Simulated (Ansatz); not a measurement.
Cell and atoms of amorphous B32N36Si3:

```
CELL_PARAMETERS angstrom
      9.11191     0.00000     0.00000
      0.00000     9.11191     0.00000
      0.00000     0.00000     9.11191
ATOMIC_POSITIONS crystal
  B  0.76462 0.83583 0.11979
  B  0.66822 0.73377 0.86325
  B  0.66322 0.05835 0.40448
  B  0.51579 0.95387 0.20557
  B  0.47789 0.78003 0.10484
  B  0.18283 0.97004 0.48651
  B  0.42908 0.54692 0.68240
  B  0.96525 0.80976 0.33664
  B  0.64709 0.43553 0.18952
  B  0.87283 0.05727 0.23044
  B  0.87816 0.88707 0.85949
  B  0.35950 0.61166 0.49316
  B  0.06855 0.22374 0.48486
  B  0.73459 0.44299 0.83868
  B  0.42208 0.57183 0.24937
  B  0.13826 0.57963 0.29719
  B  0.05146 0.06483 0.01647
  B  0.99378 0.45053 0.81435
  B  0.47494 0.98723 0.47406
  B  0.59692 0.47093 0.44825
  B  0.81574 0.27571 0.41382
  B  0.30061 0.22107 0.00318
  B  0.16640 0.64564 0.70546
  B  0.84594 0.40017 0.58646
  B  0.98076 0.84674 0.61781
  B  0.11262 0.40719 0.05810
  B  0.56668 0.25170 0.97312
  B  0.93607 0.51472 0.23309
  B  0.33574 0.00619 0.97942
  B  0.13484 0.88164 0.83209
  B  0.68802 0.90610 0.66032
  B  0.25993 0.44103 0.84864
  N  0.71754 0.37873 0.49104
  N  0.58118 0.82097 0.75101
  N  0.80734 0.42608 0.18600
  N  0.98948 0.64843 0.31617
  N  0.65639 0.57333 0.88651
  N  0.25054 0.37366 0.99075
  N  0.29472 0.59816 0.35030
  N  0.62537 0.98765 0.54138
  N  0.44046 0.15894 0.95376
  N  0.16220 0.12065 0.46327
  N  0.41699 0.63193 0.09727
  N  0.56156 0.51030 0.30074
  N  0.71455 0.28664 0.90162
  N  0.41017 0.46574 0.81159
  N  0.77699 0.81555 0.95662
  N  0.04481 0.87032 0.47048
  N  0.54657 0.36610 0.08684
  N  0.88022 0.89248 0.22961
  N  0.52022 0.04840 0.32973
  N  0.49565 0.54357 0.54365
  N  0.01698 0.95339 0.90984
  N  0.84498 0.88978 0.69646
  N  0.95354 0.32092 0.49210
  N  0.92798 0.13626 0.10442
  N  0.98894 0.39327 0.95796
  N  0.08649 0.46062 0.20077
  N  0.79169 0.13407 0.34656
  N  0.85861 0.45561 0.73070
  N  0.20397 0.10140 0.03139
  N  0.08175 0.77567 0.72310
  N  0.31599 0.66409 0.64680
  N  0.29009 0.90755 0.84875
  N  0.34318 0.93312 0.53784
  N  0.13690 0.50302 0.76522
  N  0.61811 0.82317 0.17562
  N  0.40680 0.91862 0.09767
  Si 0.85101 0.29770 0.03859
  Si 0.39218 0.84601 0.70453
  Si 0.49371 0.50889 0.97714
```

Methods: PBE, scalar-relativistic without spin-orbit coupling (Ansatz, an electronic-structure program); r2SCAN, scalar-relativistic without spin-orbit coupling (Ansatz); HSE06, scalar-relativistic without spin-orbit coupling (Ansatz). Neutral PBE cell, which sets geometry, pressure and energy: sampling: a 2×2×2 Γ-centred mesh; Fermi-Dirac width 0.02 eV; no spin polarisation. Exact exchange is cut at the faces of this 9 Å cell, which leaves hybrid gaps a finite-size error.

Preparation: random packing, a CHGNet melt and quench, and a DFT relaxation. N atoms were pushed apart under 1.9 Å during the dynamics, to hinder bonds among them. The hot cell started wider than the set density and was brought back towards it in steps. It is the lowest in DFT energy of 2 quenches. It is a model cell: composition and starting density were chosen by hand, and all elements were melted together. No dispersion term was used. Its density started from a set value of 2.05 and ended at 2.05 g/cm³. The simulated quench (nominally 580 K/ps over its main leg) is rapid and tends to freeze in more defects than a deposited or slowly cooled glass has. One small periodic cell is one sample of the glass; other quenches scatter about these values. The volume was held where the preparation left it.

Question: Give the pressure, the energy against reference phases and the spacing of the highest filled and lowest empty levels.

Answer: 
The pressure on a 2×2×2 Γ-centred mesh is 0.07 GPa. The largest force and stress component on that mesh (the relaxation ran on the zone centre alone) is 0.12 eV/Å and 3.3 GPa. The energy relative to bulk hexagonal BN (AA') + beta Si3N4 (lowest mix at this level among the phases computed, not always the ambient ones) comes out as 0.499 eV/atom, the gap on a 2×2×2 Γ-centred mesh (PBE) is 2.31 eV and the gap at the zone centre (PBE) comes out as 2.58 eV. The gap at the zone centre (r2SCAN) is 3.08 eV and the gap at the zone centre (HSE06) comes out as 3.90 eV. The distance between the nearest levels spread over more than a fifth of the atoms or a third of the atoms of their main element (six at least) (PBE, zone centre) comes out as 2.58 eV.

Question: At PBE and the zone centre, how localised are the states just below and above the Fermi level (participation number: the atoms over which a state spreads)?

Answer: The highest filled state is spread over 13.6 atoms' worth, largest on N68, with weights by element (charge in smoothed Voronoi cells) N 0.84, B 0.15, Si 0.01. The lowest empty state is spread over 14.8 atoms' worth, largest on B2, with weights by element (charge in smoothed Voronoi cells) B 0.67, N 0.29, Si 0.04.

Neighbours within B-B 1.97 Å, B-N 1.82 Å, B-Si 2.28 Å, N-N 1.70 Å, N-Si 2.18 Å, Si-Si 2.60 Å count as bonded. Two cations that share two anions don't count as bonded, nor two that share one unless they lie closer than B-B 1.80 Å, B-Si 2.09 Å, Si-Si 2.38 Å.

Added carriers, by PBE, scalar-relativistic without spin-orbit coupling (Ansatz) on the zone centre alone. Charged cells keep the cell fixed and stand in a uniform background, with no image correction, at a width of 0.01 eV; where the count is odd the moment is locked at 1 μB, unless the neutral cell bore moments. Each starts from the undistorted neutral geometry alone. PBE's self-interaction favours spread-out carriers, so it can miss traps that a hybrid finds.

Question: What happens at PBE when the cell takes an extra electron and the atoms relax?

Answer: Relaxation lowers the charged cell by 0.75 eV. The largest moves are B5 0.33 Å, B2 0.31 Å, N68 0.13 Å, B4 0.10 Å. The level that holds the added charge spreads over 8.2 atoms' worth, most on B2 (weight 0.24): a partly localised carrier. No bond crosses its cut-off with a change of over 0.15 Å. Made neutral again at that geometry, the cell lies +1.29 eV from the neutral start (a closed shell was imposed there, with levels 0.42 eV apart, so this is an upper bound).

Question: What happens at PBE when the cell takes a hole and the atoms relax?

Answer: Relaxation lowers the charged cell by 0.16 eV. The largest moves are N49 0.15 Å, N44 0.12 Å, N45 0.11 Å, B29 0.11 Å. The level that was emptied spreads over 4.1 atoms' worth, most on N49 (weight 0.36): a localised (trapped) carrier, which neighbours of that atom can share. No bond crosses its cut-off with a change of over 0.15 Å. Made neutral again at that geometry, the cell lies +0.76 eV from the neutral start.

A PBE run started with 1 μB on atoms that lack a bond or may hold spare charge lost its moments; other starts weren't tried.
